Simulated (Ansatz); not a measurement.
Where the default PAW files enter, the runs use the earlier of Ansatz's two default sets.

Inside the gap of an insulator the Bloch states are evanescent, with a wavenumber k + iκ along the transport direction.

Input:

```xyz
2
Lattice="4.1620 0.0000 0.0000 0.0000 5.8859 0.0000 2.0810 -2.9430 2.0810" Properties=species:S:1:pos:R:3 pbc="T T T"
Cd     0.0000     0.0000     0.0000
S      2.0810     1.4715     0.0000
```

Space group of this cell: F-43m, zinc blende. The cell is taken as given.

Transport runs along the normal of the first two printed cell vectors, the (110) plane of the conventional cell.

The gap is the functional's own. No spin-orbit coupling. Mid-gap values are those at the computed energy nearest the middle.

Problem. Give the band gap and the smallest decay constant κ at mid-gap that r2SCAN (Ansatz, an electronic-structure program) yields.

Solution. Gap 1.53 eV on a 14×14×14 mesh; κ = 0.120 1/Å, at the zone centre.
